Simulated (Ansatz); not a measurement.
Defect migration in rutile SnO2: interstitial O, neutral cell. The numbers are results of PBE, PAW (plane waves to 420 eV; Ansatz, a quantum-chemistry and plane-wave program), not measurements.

Settings: 72 host sites, the relaxed PBE lattice, one k-point at (0.250, 0.250, 0.250), smearing 0.01 eV, spin-restricted, no image-charge correction. No zero-point or tunnelling terms. The charge state is imposed; whether it is stable for some Fermi level was not computed. Sites that were not tried may lie lower.

Barriers: single points on a 2×2×2 k-point mesh shifted by half a step at the bands' geometries.

The step: a concerted move, in which O travels most (a rearrangement that moves the defect's centre by under 1 Å); the atom moves 0.92 Å along (0.00, 0.00, 0.28) of the unit cell; the moving atom starts with neighbours O at 1.50; Sn at 2.06 Å and ends with O at 1.50; Sn at 2.06 Å.

Give the migration barrier of this step at the level PBE, PAW.

0.30 eV, the same both ways. At the saddle the moving atom has neighbours O at 1.49; 2 Sn at 2.11 Å. The saddle point's order was not checked, and it lies on a symmetry element of the cell, where a band can be held.
